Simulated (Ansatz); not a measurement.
For Ge (model structure, started from the C6 type, Im-3m, No. 229, 6 atoms in the cell), PBEsol (plane waves, PAW; Ansatz, an electronic-structure program) gives:

| Item | Result |
|---|---|
| lattice constant a | 7.005 Å |
| cohesive energy | 3.94 eV/atom |

Problem. What does r²SCAN+rVV10 (Ansatz, PAW) give for the same quantities?

Solution. 
- lattice constant a: 6.980 Å (falls by 0.4 %)
- cohesive energy: 3.79 eV/atom (decreases by 0.15 eV/atom)

Changes are worked out from the printed values.

Unless a cell is named, each level is at its own relaxed cell (PBEsol 28.64, r²SCAN+rVV10 28.34 Å³/atom).

Ansatz's density-functional and Hartree–Fock values are scalar-relativistic unless marked +SOC, with PAW data made under PBE.

A model structure was made by putting elements into a prototype or built by hand; it is no filed structure, need not be a known phase, and can be a saddle point held by its symmetry.
